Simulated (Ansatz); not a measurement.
Band structure of Ag (Fm-3m, 1 atom in the cell).

```
Ag
1.0
    0.00000     2.04500     2.04500
    2.04500     0.00000     2.04500
    2.04500     2.04500     0.00000
Ag
1
Direct
  0.00000   0.00000   0.00000
```

Method of the run: PBE, PAW files (plane waves; Ansatz, a quantum-chemistry and plane-wave program).

Settings: basis.ecutwfc = 420 eV; kpoints.mp_grid.grid = 14 14 14; hamiltonian.xc = pbe; hamiltonian.pseudopotentials = {kind: paw} (an earlier, softer set of the program's PAW files); scf.occupations.method = gaussian; scf.occupations.width = 0.1 eV; kpoints.band_path.npoints = 8.

The starting cell has typed, rounded lattice constants, without a prior relaxation at this level.

Levels in eV from the Fermi level, bands 6 to 13:
```
point      6      7      8      9     10     11     12     13
-----  -----  -----  -----  -----  -----  -----  -----  -----
Γ      -4.71  -4.71  -4.71  -3.68  -3.68  15.95  19.49  19.49
X      -6.21  -2.91  -2.67  -2.67   1.66   6.78  10.69  10.69
W      -4.98  -4.98  -3.67  -2.67   6.01   6.01   7.03   8.23
K      -5.49  -4.00  -3.46  -2.96   4.35   5.31   7.18  12.78
L      -4.73  -4.73  -2.88  -2.88  -0.34   3.66  15.21  17.81
U      -5.49  -4.00  -3.46  -2.96   4.35   5.31   7.18  12.78
```

Bands cross the Fermi level along this path, so the cell is metallic at this level.

Keys are those of Ansatz 0.2.
